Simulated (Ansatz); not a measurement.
The parent structure is WTe2 (space group Fm-3m, No. 225; a = 6.572 Å; a hypothetical phase, not in the database extracts checked; relaxed with 0.1 eV smearing). Axes: x, y, z lie along the cube axes.

All numbers come from DFT with PBEsol, PAW potentials and a 420 eV plane-wave cutoff in Ansatz (a program for electronic structure), scalar-relativistic without spin-orbit coupling.

A first run, uniaxial strain ε_zz = +1.21 %, gives secant values C11 ≈ 160 GPa and C12 ≈ 81 GPa from its stress. A second run applies biaxial strain −2.02 %, plane normal [001], relaxed out of plane.

What does linear elasticity predict for −ε⊥/ε∥ in the second run, and what does the run give?

Linear elasticity: 2 C12/C11 = 1.01. The run gives 0.95; any difference comes from nonlinear terms at these strains and numerical noise.

Stability against distortions was not tested. All final runs are without spin polarisation. WTe2 has a high density of states at the Fermi level and may be magnetic at this level.
